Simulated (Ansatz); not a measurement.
Reference: Mo (Im-3m), r2SCAN, rigid bands (plane waves, PAW, scalar-relativistic; Ansatz, a quantum-chemistry and plane-wave program); geometry: cell and atoms relaxed with PBEsol.

Space group Im-3m (No. 229); a = b = c = 3.129 Å, α = β = γ = 90.00°

```csv
atom,site,symmetry,x,y,z
Mo,2a,m-3m,0.0000,0.0000,0.0000
```
(The calculation used a cell of 1 atom; values per cell refer to that cell.)

| Quantity | Result |
|---|---|
| density of states at the Fermi level per atom | 0.54 states/eV |
| Drude plasma energy | 8.9 eV |
| root-mean-square Fermi velocity | 9.3 ×10⁵ m/s |

Replace Mo by W on the same sites and relax. What happens?

W (Im-3m): volume per atom 15.3 to 15.7 Å³; density of states at the Fermi level per atom falls (0.54 states/eV to 0.37 states/eV); Drude plasma energy falls (8.9 eV to 7.7 eV); root-mean-square Fermi velocity stays about the same (9.3 ×10⁵ m/s to 9.7 ×10⁵ m/s).

Replace Mo by Nb on the same sites and relax. What happens?

Nb (Im-3m): volume per atom 15.3 to 17.5 Å³; density of states at the Fermi level per atom rises (0.54 states/eV to 1.35 states/eV); Drude plasma energy stays about the same (8.9 eV to 9.5 eV); root-mean-square Fermi velocity falls (9.3 ×10⁵ m/s to 6.7 ×10⁵ m/s).

Swap Mo for V, keeping the structure type. How do these values move?

V (Im-3m): volume per atom 15.3 to 13.0 Å³; density of states at the Fermi level per atom rises (0.54 states/eV to 1.62 states/eV); Drude plasma energy stays about the same (8.9 eV to 8.4 eV); root-mean-square Fermi velocity falls (9.3 ×10⁵ m/s to 4.7 ×10⁵ m/s).

Moves up to 8 % count as about the same. Metals at this level; values at 300 K, both spins, means over directions. As a rough test of the mesh, the Fermi surface's area from every second k point differs by up to 6 %. Spin-orbit coupling is left out.

Treated as nonmagnetic (a ferromagnetic start lost its moment, other orders weren't tried): V (Im-3m). The missing spin-orbit coupling matters most for W (Im-3m).
